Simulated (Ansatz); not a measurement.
Base system: KI in the rock salt structure (space group Fm-3m, No. 225; a = 7.181 Å).

Method: PBE (Ansatz, an electronic-structure program, PAW, no spin-orbit coupling).

Before the change:

| Quantity | Result |
|---|---|
| Lattice parameter a | 7.181 Å |
| Electron mass | 0.34 mₑ (at Γ) |
| Band gap | 3.86 eV |

It is then changed as follows: a negative pressure, −1 GPa.

**Question.** What does the calculation give for the lattice parameter a, electron mass and band gap after the change?

**Answer.** The lattice parameter a grows by 0.3174 Å to 7.499 Å; the electron mass changes from 0.34 mₑ (at Γ) to 0.37 mₑ (at Γ); the band gap shrinks by 0.263 eV (3.86 eV → 3.59 eV).

Spin-orbit coupling, missing from the scalar runs, can matter with I. Load acts through the strain it causes; cell and atoms are relaxed under it. Effective masses come from finite differences of ±0.01 Å⁻¹. No phonon test of stability was made.
